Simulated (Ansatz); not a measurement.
The reference is W in the bcc (W type) structure (space group Im-3m, No. 229; a = 3.169 Å; relaxed with 0.1 eV smearing). Axes: x, y, z lie along the cube axes.

Method: plane-wave PAW DFT at the r2SCAN level (Ansatz, a program for electronic structure, 500 eV), spin-orbit coupling left out.

Now apply this change: uniaxial strain ε_zz = +1.00 %, all other strain components held at zero; the atoms relax in the strained cell.

Task: Predict the stress tensor and what it implies for the stiffness.

Result: Stress of the strained cell less that of the base (GPa, compression positive):
```
   -2.0     0.0     0.0
    0.0    -2.0     0.0
    0.0     0.0    -5.3
```

Then −Δσ_ii/ε with ε = 0.0100 gives relaxed-ion elastic constants: C33 ≈ 531 GPa, C13 ≈ 199 GPa and C23 ≈ 199 GPa.

No phonon test of stability was made. The final runs are not spin-polarised.
